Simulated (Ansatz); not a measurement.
# Computed paths: interstitial Cu in cuprite, charge state +1

Consider interstitial Cu in cuprite, charge state +1. The numbers are results of PBE, PAW (plane waves to 420 eV; Ansatz, a program for electronic structure), not measurements.

Settings: 48 host sites, the relaxed PBE lattice, one k-point at (0.250, 0.250, 0.250), smearing 0.05 eV, spin-restricted, no image-charge correction. Energies are static. PBE gaps are too small, and in this host the defect's levels may merge with the bands. The charge state is imposed; whether it is stable for some Fermi level was not computed. Sites that were not tried may lie lower.

Barriers: single points on a 2×2×2 k-point mesh shifted by half a step at the bands' geometries.

```
Route                                       Start site over the lowest site run (eV)  Hop (Å)  Forward barrier (eV)  Backward barrier (eV)                    Neighbours at the start                                                     Neighbours at the saddle                         Saddle order  Forward, on the band's own sampling (eV)
------------------------------------------  ----------------------------------------  -------  --------------------  ---------------------  -----------------------------------------  ---------------------------------------------------------------------------  -----------------------------------  ----------------------------------------
a concerted move, in which Cu travels most                                      0.00     2.05                  0.37                   0.37                     O at 1.87, O at 1.93 Å  Cu at 2.30, Cu at 2.32, 2 Cu at 2.58, Cu at 2.64, Cu at 2.65; 2 O at 2.12 Å                          first order                                      0.37
a concerted move, in which Cu travels most                                      0.00     1.88                  0.44                   0.03  3 Cu at 2.43, 3 Cu at 2.44; 2 O at 1.99 Å                 Cu at 2.30, 2 Cu at 2.37, Cu at 2.45; O at 2.02, O at 2.20 Å                          first order                                      0.44
a concerted move, in which Cu travels most                                      0.00     1.83                  0.44                   0.03  3 Cu at 2.43, 3 Cu at 2.44; 2 O at 1.99 Å                 Cu at 2.30, 2 Cu at 2.36, Cu at 2.45; O at 2.02, O at 2.22 Å  inconclusive, on a symmetry element                                      0.44
```

Paths come from climbing-image nudged elastic band runs. Of the routes that converged and passed our checks, the lowest saddle point lies 0.37 eV above the lowest of the sites run (a concerted move, in which Cu travels most); other sites, such as split forms, and other routes may lie lower. A band can be held on a symmetry element, so unchecked saddle points there may be too high.
